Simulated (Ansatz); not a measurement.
The reference is GaN in the wurtzite structure (space group P6_3mc, No. 186; a = 3.219 Å, c = 5.244 Å).

(Cell as relaxed with PBE.)

Levels (all Ansatz, a program for electronic structure, PAW, earlier PAW set): PBE (420 eV, no spin-orbit coupling); PBEsol (420 eV, scalar-relativistic without spin-orbit coupling).

Each level relaxes its own structure.

```json
[
 {"base": "volume per atom", "PBE": "11.76 Å³", "PBEsol": "11.37 Å³"},
 {"base": "lattice parameter a", "PBE": "6.082 bohr", "PBEsol": "6.014 bohr"},
 {"base": "band gap", "PBE": "1.71 eV", "PBEsol": "1.88 eV"}
]
```

Now apply this change: cell and atoms relaxed at a pressure of 9 GPa.

```tsv
quantity	PBE	PBEsol
electron mass	0.17 mₑ along c, 0.18 mₑ across (at Γ)	0.18 mₑ along c, 0.19 mₑ across (at Γ)
valence-band top at Γ (three highest levels, from the VBM)	0.00, 0.00, -0.04 eV	0.00, 0.00, -0.05 eV
band gap	2.02 eV	2.16 eV
```

PBE's band gap lies 0.14 eV below PBEsol's. Neither level is exact; PBEsol is the comparison here, not a measurement.

Load acts through the strain it causes; cell and atoms are relaxed under it. Effective masses come from finite differences of ±0.01 Å⁻¹. Whether these cells are dynamically stable was not tested. Tetrahedral semiconductors of this kind turn to denser phases somewhere between about 1 and 50 GPa; those were not computed, so compressed cells here can lie past the real transition.
